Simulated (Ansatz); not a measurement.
A self-consistent single point of CaGe2Ru2 (I4mm, 5 atoms in the cell) with Ansatz (an electronic-structure program).

Method: PBEsol, default PAW files made with PBE (plane waves; Ansatz).

```
CELL_PARAMETERS angstrom
     -2.13697     2.13697     4.99934
      2.13697    -2.13697     4.99934
      2.13697     2.13697    -4.99934
ATOMIC_POSITIONS crystal
  Ca 0.00500 0.00500 0.00000
  Ge 0.36627 0.36627 0.00000
  Ge 0.63373 0.63373 0.00000
  Ru 0.75000 0.25000 0.50000
  Ru 0.25000 0.75000 0.50000
```

Reference input (self-consistent single point, DFT, PBEsol, plane waves, default PAW files made with PBE): basis.ecutwfc = 420 eV; kpoints.mp_grid.grid = 5 5 5; hamiltonian.xc = pbesol; hamiltonian.pseudopotentials = {kind: paw} (the program's default PAW files); scf.occupations.method = gaussian; scf.occupations.width = 0.1 eV. This run's input differs from it in these lines:

Ansatz 0.2 input:
```diff
@@ -13,3 +13,3 @@
 basis:
-  ecutwfc: 420.0 eV
+  ecutwfc: 565.0 eV
 kpoints:
```

Output (repeated stretches shortened):

```
SCF iter   1: F=—  HF=-21936.269579 eV  |F-HF|=—  |Δ(HF+E_count)|=         —  Δρ=5.91e-3  dr2=3.27e-2  ethr=1.77e-3  ⟨swp⟩=7.0  Hψ=3047  notcnv=0
all-band conjugate gradients solve this SCF's bands
preconditioner: auto → Kerker (q_TF=auto, 2.610 Å⁻¹)
SCF iter   2: F=—  HF=-21936.263018 eV  |F-HF|=—  |Δ(HF+E_count)|=   6.56e-3  Δρ=3.21e-3  dr2=1.14e-2  ethr=4.67e-5  ⟨swp⟩=2.1  Hψ=1476  notcnv=0
   [... lines left out ...]
SCF iter   5: F=—  HF=-21936.260509 eV  |F-HF|=—  |Δ(HF+E_count)|=   2.14e-5  Δρ=2.07e-4  dr2=5.26e-5  ethr=3.15e-7  ⟨swp⟩=2.0  Hψ=1209  notcnv=0
SCF iter   6: F=—  HF=-21936.260334 eV  |F-HF|=—  |Δ(HF+E_count)|=   1.75e-4  Δρ=5.26e-5  dr2=3.67e-6  ethr=7.51e-8  ⟨swp⟩=2.0  Hψ=1182  notcnv=0
SCF iter   7: F=—  HF=-21936.260333 eV  |F-HF|=—  |Δ(HF+E_count)|=   7.69e-7  Δρ=1.27e-5  dr2=2.22e-7  ethr=5.24e-9  ⟨swp⟩=2.0  Hψ=1125  notcnv=0
SCF iter   8: F=-21936.260333 eV  HF=-21936.260333 eV  |F-HF|=1.55e-8  |Δ(HF+E_count)|=   4.33e-8  Δρ=4.43e-6  dr2=2.86e-8  ethr=1.43e-10  ⟨swp⟩=8.2  Hψ=2939  notcnv=0
SCF 1 converged in 8 iterations: F = -21936.260333 eV  dr2 = 2.86e-8
Free energy (F): -21936.260333 eV
Internal energy: -21936.248478 eV  (E = F + TS)
E sigma→0 (E₀):  -21936.254405 eV
Entropy (-TS):   -0.011855 eV (-2.371 meV/atom)
Fermi energy:    13.366282 eV
--- Forces (eV/Å), atoms counted from 1 ---
  atom   1  Ca    -0.00000000     0.00000000    -0.13418158
  atom   2  Ge    -0.00000000    -0.00000000    -0.08515114
  atom   3  Ge     0.00000000     0.00000000     0.12838479
  atom   4  Ru     0.00000000     0.00000000     0.04547317
  atom   5  Ru    -0.00000000     0.00000000     0.04547317
--- Stress (GPa, compression-positive) ---
       -3.665018       0.000000      -0.000000
        0.000000      -3.665018      -0.000000
       -0.000000      -0.000000      -3.016112
  P = ⅓ Tr σ = -3.4487 GPa (-34.487 kbar)
  The stress holds the Pulay correction. Without it, at fixed plane waves, as pw.x and ABINIT print it: P = -3.4524 GPa
```

The run converged in 8 iterations. Against the reference run the free energy goes down by 1.3 meV/atom, the pressure hardly changes (-3.44 to -3.45 GPa) and the largest force stays at 0.134 eV/Å.

The starting cell comes from a database of computed structures (which also holds hypothetical and non-ambient phases and stackings), without a prior relaxation at this level. Its lattice was rescaled by up to half a per cent. One atom was moved a little off its site on purpose. Spin polarisation is off. Ansatz's pressure includes its estimate of the finite-basis (Pulay) stress.
